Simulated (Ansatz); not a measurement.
# One base run on VI3 (Pm-3m, 4 atoms in the cell) and variants with one or two settings moved

```xyz
4
Lattice="5.2328 0.0000 0.0000 0.0000 5.2328 0.0000 0.0000 0.0000 5.2328" Properties=species:S:1:pos:R:3 pbc="T T T"
V      0.0000     0.0000     0.0000
I      2.6164     0.0000     0.0000
I      0.0000     0.0000     2.6164
I      0.0000     2.6164     0.0000
```
Moments meant for the start (each program seeds them in its own way; μB, in the order of the atoms V I I I): 2.0 0.0 0.0 0.0.

Base run A: PBE in Ansatz (a quantum-chemistry and plane-wave program), self-consistent single point.

Its settings: kpoints.mp_grid.grid = 4 4 4; hamiltonian.xc = pbe; hamiltonian.pseudopotentials = {kind: paw} (the program's default PAW files); magnetization.spin_polarized = true; scf.occupations.method = gaussian; scf.occupations.width = 0.1 eV.

The starting cell was generated: these elements placed on a structure prototype, without a prior relaxation; it need not be a known phase or ordering of this composition. Its lattice was rescaled by a random factor within 2.5 % of one. With one magnetic atom in the cell only a parallel order is possible. In the base run, with a pressure of about 7 GPa the cell is away from its equilibrium volume at this level. Ansatz's pressure includes its estimate of the finite-basis (Pulay) stress.

ΔF is the free energy per atom less that of run A. A dash stands where there is no value to compare (another energy zero or no entropy term, no result, no spin, no clean gap, or a mesh too coarse for one). Total energies depend on the potentials, the functional and any Hubbard or dispersion term, so they are compared only between runs that share all of them.

Runs B sample the zone with one or two k-points, far too few for so small a cell.

Run A gave: pressure (GPa) 7.28; size of the net moment (μB/atom) 0.51; k-points 10; valence electrons 64.

Runs:
- B: kpoints.mp_grid.grid: 4 4 4 → 1 1 1; kpoints.mp_grid.shift: default → 0.5 0.5 0.5
- C: scf.occupations.width: 0.1 eV → 0.025 eV
- D: scf.convergence.dr2_threshold: default (1e-07 eV) → 1e-12 eV
- E: 2 x 1 x 1 supercell, mesh divided to match; kpoints.mp_grid.grid: 4 4 4 → 2 4 4
- F: hamiltonian.dispersion: default → d4 [PBE-D4]
- G: scf.mixing.algorithm: default (the program chose MSR1) → broyden; scf.mixing.beta_mag: default → 2
- H: scf.mixing.algorithm: default (the program chose MSR1) → broyden; scf.mixing.beta: default → 0.7
- I: scf.mixing.preconditioner: default (the program chose none) → kerker
- J: scf.lower_state_search: default → off

**Question.** What does run F change against A?

**Answer.** The pressure goes from 7.28 to 5.96 GPa and the size of the net moment stays at 0.51 μB/atom.

**Question.** What does run C change against A?

**Answer.** The free energy rises by 2.9 meV/atom, the pressure hardly changes (7.28 to 7.26 GPa) and the size of the net moment moves little (0.51 to 0.50 μB/atom).

```csv
run,ΔF (meV/atom),pressure (GPa),size of the net moment (μB/atom),k-points,valence electrons
A,0.00,7.28,0.51,10,64
B,-106.8,10.64,0.50,1,64
C,2.9,7.26,0.50,10,64
D,0.00,7.28,0.51,10,64
E,0.00,7.28,0.51,12,128
F,–,5.96,0.51,10,64
G,0.00,7.28,0.51,10,64
H,0.00,7.28,0.51,10,64
I,0.00,7.28,0.51,10,64
J,0.00,7.28,0.51,10,64
```

Keys are those of Ansatz 0.2.
